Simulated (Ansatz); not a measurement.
PbS, point defects

Base system: an 8-atom supercell of PbS in the rock salt structure (space group Fm-3m, No. 225; a = 6.0090 Å) at its relaxed geometry.

One neutral defect a cell, atoms relaxed at fixed cell.

The values are results of Ansatz (a first-principles code) PBE, no SOC, earlier PAW set, not measurements.

```json
[
 {"change": "perfect supercell", "largest displacement of a host atom from its site in the perfect cell": "–", "pressure": "0.1 GPa"},
 {"change": "O on a S site", "largest displacement of a host atom from its site in the perfect cell": "0.55 Å", "pressure": "0.5 GPa"},
 {"change": "H interstitial (started 2.60 Å from the nearest host atom), symmetric start", "largest displacement of a host atom from its site in the perfect cell": "0.10 Å", "pressure": "0.5 GPa"},
 {"change": "Pb vacancy", "largest displacement of a host atom from its site in the perfect cell": "0.22 Å", "pressure": "(withheld)"},
 {"change": "Pb interstitial (started 2.60 Å from the nearest host atom)", "largest displacement of a host atom from its site in the perfect cell": "(withheld)", "pressure": "(withheld)"},
 {"change": "S on a Pb site (antisite), symmetric start", "largest displacement of a host atom from its site in the perfect cell": "0.00 Å", "pressure": "-2.9 GPa"}
]
```

### Question
Some entries are withheld; estimate them.

### Answer

- Pb vacancy, pressure: -2.4 GPa
- Pb interstitial (started 2.60 Å from the nearest host atom), largest displacement of a host atom from its site in the perfect cell: 1.35 Å
- Pb interstitial (started 2.60 Å from the nearest host atom), pressure: 6.6 GPa

The magnetic state is the one reached from the starting moments; the real material's order can differ, and small cells can't hold many antiferromagnetic ones. The cell is small, so the values are those of an ordered compound at a high defect concentration; dilute-limit values will differ. The mesh was chosen for an insulator and is coarse for the gapless case. Defects with a symmetric start kept the site's symmetry and may sit on a saddle; the others started slightly shaken. Seeded moments were not kept for O on a S site and Pb interstitial (started 2.60 Å from the nearest host atom).
